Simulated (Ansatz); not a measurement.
A computed series for FeS2: point defects

The parent structure is a 24-atom supercell of FeS2 (space group Pnnm, No. 58; a = 4.367 Å, b = 5.333 Å, c = 3.344 Å; non-magnetic) at its relaxed geometry.

One neutral defect a cell, atoms relaxed at fixed cell.

Computed with Ansatz (a first-principles code), PBEsol, PAW, cutoff 420 eV, spin-orbit coupling left out.

Base values:

The pressure is 0.0 GPa.

Task: The aim is a pressure between -2.1 GPa and -1.1 GPa. Which of these changes reaches it?
A) Li interstitial (started 2.02 Å from the nearest host atom)
B) Hg on a Fe site
C) Te on a S site
D) S vacancy

Result: D, S vacancy. It gives -1.7 GPa; Te on a S site gives 6.5 GPa; Hg on a Fe site gives 12.3 GPa; Li interstitial (started 2.02 Å from the nearest host atom) gives 5.9 GPa. Changes not listed may reach it too

The magnetic state is the one reached from the starting moments; the real material's order can differ, and small cells can't hold many antiferromagnetic ones. In so small a cell the defect repeats every few ångströms: this is an ordered compound, not a dilute defect. The mesh was chosen for an insulator and is coarse for the gapless case. Starting moments died away, wholly or in part, for Te on a S site, the base, S vacancy and Hg on a Fe site and more; another magnetic solution may exist. Spin-polarised in the final run: Te on a S site, S vacancy, Hg on a Fe site and Li interstitial (started 2.02 Å from the nearest host atom); the other runs are not.
